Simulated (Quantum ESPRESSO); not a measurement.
# Converging the plane-wave cutoff: YSn3 (P4mm, 4 atoms in the cell)

```
CELL_PARAMETERS angstrom
      4.71443     0.00000     0.00000
      0.00000     4.71443     0.00000
      0.00000     0.00000     4.71443
ATOMIC_POSITIONS crystal
  Y  0.00000 0.00000 0.01061
  Sn 0.50000 0.50000 0.00000
  Sn 0.00000 0.50000 0.50000
  Sn 0.50000 0.00000 0.50000
```

Level of theory: LDA (PW92), PseudoDojo standard norm-conserving (LDA) pseudopotentials (plane waves; Quantum ESPRESSO).

Base settings: ecutwfc = 75 Ry; occupations = smearing; smearing = fd; degauss = 0.0073499 Ry; potentials = {Y: Y.upf, Sn: Sn.upf}; K_POINTS = automatic 3 3 3 0 0 0; conv_thr = 1e-10 Ry; mixing_beta = 0.7.

The second cell is the first with its lattice scaled by 0.98.

The mesh stays at the base's, so the ladder's end is converged at best in this setting alone.

Only quantities that move along the ladder and can be compared are tabulated.

The count of work is k-points × plane waves × bands × iterations; it is no time. 

The starting cell comes from a database of computed structures (which also holds hypothetical and non-ambient phases and stackings), without a prior relaxation at this level. Its lattice was rescaled by up to half a per cent. One atom was moved a little off its site on purpose. In the base run, with a pressure of about -5 GPa the cell is away from its equilibrium volume at this level. Without a gap this mesh is coarse (it stands for a supercell whose shortest vector is 14 Å).

```tsv
ecutwfc	free energy less the last step's (meV/atom)	energy of the compressed cell less the first (meV/atom)	pressure (GPa)	largest difference of a force vector from the last step's (eV/Å)	count of work / last
26 Ry	60902.69	461.41	-832.84	0.007	0.061
30 Ry	36105.47	-308.30	-630.36	0.012	0.075
34 Ry	19734.86	-34.99	-437.54	0.023	0.091
38 Ry	10257.87	-124.77	-283.88	0.004	0.11
41 Ry	5868.57	16.59	-192.05	0.002	0.12
45 Ry	2609.99	-4.95	-106.95	0.005	0.12
52 Ry	520.79	-37.57	-33.64	0.001	0.16
60 Ry	48.29	-33.13	-9.15	0.000	0.19
68 Ry	2.06	-33.52	-5.35	0.000	0.23
75 Ry	0.66	-33.53	-5.12	0.000	0.27
82 Ry	0.53	-33.53	-5.13	0.000	0.31
90 Ry	0.41	-33.53	-5.12	0.000	0.35
101 Ry	0.32	-33.53	-5.13	0.000	0.42
112 Ry	0.22	-33.53	-5.12	0.000	0.49
131 Ry	0.16	-33.53	-5.13	0.000	0.62
150 Ry	0.03	-33.53	-5.12	0.000	0.76
180 Ry	0.00	-33.53	-5.12	0.000	1.0
```

Coarsest ecutwfc that holds the forces within 0.01 eV/Å of the last step, with all finer ones: 38 Ry, at 0.11 of the last step's count of work; the step before is off by 0.023 eV/Å.

Coarsest ecutwfc that holds the free energy within 5 meV/atom of the last step, with all finer ones: 68 Ry, at 0.23 of the last step's count of work; the step before is off by 48 meV/atom.

Coarsest ecutwfc that holds the energy of the compressed cell less the first within 1 meV/atom of the last step, with all finer ones: 60 Ry, at 0.19 of the last step's count of work; the step before is off by 4.0 meV/atom.

The energy difference between the two cells stays within 1 meV/atom of the last step's from 60 Ry on, the total only from 75 Ry on: much of the error is common to both cells and cancels.

At the lowest cutoff the pressure lies 828 GPa under the last step's, the usual sign of Pulay stress in an incomplete plane-wave basis.
